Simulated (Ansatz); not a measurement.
An Ansatz (a program for electronic structure) input (PBEsol/PAW in Ansatz, no spin-orbit coupling):

Ansatz 0.2 input:
```yaml
crystal:
  lattice:
    - [2.8984643831, 0, 0]
    - [-1.4492321915, 2.5101437877, 0]
    - [0, 0, 2.8277231419]
  atoms:
    - { symbol: W, position: [0, 0, 0] }
    - { symbol: C, position: [0.3333333333, 0.6666666667, 0.5] }
basis: { ecutwfc: 420, ecutrho_ratio: 4, xc_grid: 2, fft_grid_basis: typed }
kpoints: { mp_grid: { grid: [18, 18, 16] } }
hamiltonian:
  xc: pbesol
  dispersion: none
  pseudopotentials: { kind: paw }
scf: { occupations: { method: fermi_dirac, width: 0.05 }, convergence: { dr2_threshold: 0.0000000002 } }
output: { forces: true, stress: true }
checkpoint: { write: state.ck, write_every: 1000 }
```

Question: Which symmetry and how many k-points will the program report, and about how many plane waves at Γ?

Answer: Space group P-6m2 (ITA 187) with 12 operations, k-points 333 of 5184, and 405 plane waves at Γ.

Whether these cells are dynamically stable was not tested. The final runs are not spin-polarised. The cell is WC (space group P-6m2, No. 187).
